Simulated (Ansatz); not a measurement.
# Several settings converged on a (100) slab of TiSi (cut from a parent of space group no. 62; 8 atoms in the cell)

```
TiSi
1.0
    3.64990     0.00000     0.00000
    0.00000     5.01845     0.00000
    0.00000     0.00000    19.96981
Ti Si
4 4
Direct
  0.25000   0.37178   0.55758
  0.75000   0.62822   0.44242
  0.75000   0.87178   0.60629
  0.25000   0.12822   0.39371
  0.25000   0.85540   0.51440
  0.75000   0.14460   0.48560
  0.75000   0.35540   0.64947
  0.25000   0.64460   0.35053
```

Base method: LDA (PW92), default PAW files made with PBE (plane waves; Ansatz, a first-principles code).

Base settings: basis.ecutwfc = 420 eV; kpoints.mp_grid.grid = 7 5 1; hamiltonian.xc = lda; hamiltonian.pseudopotentials = {kind: paw} (the program's default PAW files); scf.occupations.method = fermi_dirac; scf.occupations.width = 0.1 eV.

The count of work is k-points × plane waves × bands × iterations; it is no time. Core times come from one kind of shared machine, to one figure; runs under 30 s give none.

**The k-point mesh**

Only quantities that move along the ladder and can be compared are tabulated.

```tsv
kpoints.mp_grid.grid	free energy less the last step's (meV/atom)	largest difference of a force vector from the last step's (eV/Å)	count of work / last	core time / last (rough)
2 2 1	-21.92	0.323	0.042	–
3 2 1	-5.69	0.409	0.042	–
4 3 1	7.75	0.084	0.056	–
5 4 1	-2.62	0.043	0.083	–
6 4 1	-1.46	0.024	0.11	–
7 5 1	0.45	0.017	0.11	–
8 6 1	0.20	0.012	0.19	–
9 7 1	-0.04	0.004	0.19	–
11 8 1	0.03	0.001	0.28	–
12 9 1	0.02	0.001	0.32	–
14 11 1	-0.01	0.000	0.44	0.4
17 12 1	0.00	0.000	0.58	0.6
20 15 1	0.00	0.000	0.81	0.8
23 17 1	0.00	0.000	1.0	1
```

Coarsest kpoints.mp_grid.grid that holds the free energy within 5 meV/atom of the last step, with all finer ones: 5 4 1, at 0.083 of the last step's count of work; the step before is off by 7.7 meV/atom.

Coarsest kpoints.mp_grid.grid that holds the forces within 0.005 eV/Å of the last step, with all finer ones: 9 7 1, at 0.19 of the last step's count of work; the step before is off by 0.012 eV/Å.

**The depth of the slab**

Surface energy = (E_slab − N e_bulk)/2A, with e_bulk from the bulk crystal on its finest mesh (420 k-points); errors per atom of slab and bulk, whose meshes differ, grow with N. The bulk cell stands at -8.2 GPa at this level, so the slab is strained in the plane.

The mesh stays at the base's, so the ladder's end is converged at best in this setting alone.

Only quantities that move along the ladder and can be compared are tabulated.

```csv
atoms,unrelaxed surface energy (J/m²),count of work / last,core time / last (rough)
8,3.008,0.076,–
16,3.024,0.23,–
24,3.024,0.43,0.4
32,3.026,0.68,0.7
40,3.028,1.0,1
```

Smallest size that holds the unrelaxed surface energy within 0.01 J/m² of the last step, with all finer ones: 16, at 0.23 of the last step's count of work; the step before is off by 0.020 J/m².

On the base run: the starting cell comes from a database of computed structures (which also holds hypothetical and non-ambient phases and stackings), without a prior relaxation at this level. The slab is cut from that crystal, and its faces are unrelaxed. Its lattice was rescaled by up to half a per cent. Spin polarisation is off.

Keys are those of Ansatz 0.2.
